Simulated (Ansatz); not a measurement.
Hypothetical diamond Ta, pressure series

The parent structure is Ta in the diamond structure (space group Fd-3m, No. 227; a = 6.0035 Å; a hypothetical phase, not in the database extracts checked).

Cell and atoms are relaxed at each pressure.

The values are results of Ansatz (a first-principles code) PBEsol, without spin-orbit coupling, not measurements.

```
P (GPa)  V (Å³/atom)
-------  -----------
-2.01         27.809
-1.00         27.418
0.30          26.941
0.70          26.801
1.49          26.532
3.00          26.050
4.99          25.466
7.49          24.803
9.99          24.206
```

Question: Fit a third-order Birch–Murnaghan equation of state.

Answer: Least squares on P(V) = (3B₀/2)[(V₀/V)^(7/3) − (V₀/V)^(5/3)]·[1 + (3/4)(B₀′ − 4)((V₀/V)^(2/3) − 1)] gives V₀ = 27.05 Å³/atom, B₀ = 75 GPa and B₀′ = 3.3.

Load acts through the strain it causes; cell and atoms are relaxed under it. No phonon test of stability was made. Competing high-pressure phases were not computed. All final runs are without spin polarisation. Ta has a high density of states at the Fermi level and may be magnetic at this level.
